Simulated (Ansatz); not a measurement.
**SiO2, pressure series**

Base system: SiO$_{2}$ in the rutile structure (space group P4_2/mnm, No. 136).

```yaml
crystal:
  lattice:
    - [4.23616, 0.00000, 0.00000]
    - [0.00000, 4.23616, 0.00000]
    - [0.00000, 0.00000, 2.69045]
  atoms:
    - { symbol: Si, position: [0.50000, 0.50000, 0.50000] }
    - { symbol: Si, position: [0.00000, 0.00000, 0.00000] }
    - { symbol: O, position: [0.80699, 0.80699, 0.50000] }
    - { symbol: O, position: [0.30699, 0.69301, 0.00000] }
    - { symbol: O, position: [0.69301, 0.30699, 0.00000] }
    - { symbol: O, position: [0.19301, 0.19301, 0.50000] }
```

Cell and atoms are relaxed at each pressure.

Level of theory: PBE/PAW in Ansatz (a first-principles code), without spin-orbit coupling.

```
pressure (GPa)  volume per atom (Å³/atom)
--------------  -------------------------
-2                                  8.111
-1                                  8.078
0                                   8.047
0.9                                 8.019
2.1                                 7.983
4.5                                 7.914
9                                   7.795
15                                      ?
22.5                                7.491
```

Q: Fit the third-order Birch–Murnaghan form P(V) = (3B₀/2)[(V₀/V)^(7/3) − (V₀/V)^(5/3)]·[1 + (3/4)(B₀′ − 4)((V₀/V)^(2/3) − 1)] (squares taken in P) to the rows shown and predict the withheld row.

A: Least squares on the printed values gives V₀ = 8.047 Å³/atom, B₀ = 259 GPa, B₀′ = 5.4; this predicts 7.651 Å³/atom, and the run gives 7.651 Å³/atom, in agreement.

Measured bulk modulus of SiO2: 309.9 GPa (room temperature; as listed in arXiv:1001.2066); the computed value is for a static lattice, so the two differ by thermal effects too.

Load acts through the strain it causes; cell and atoms are relaxed under it. Whether these cells are dynamically stable was not tested. No other phases were tried under pressure.
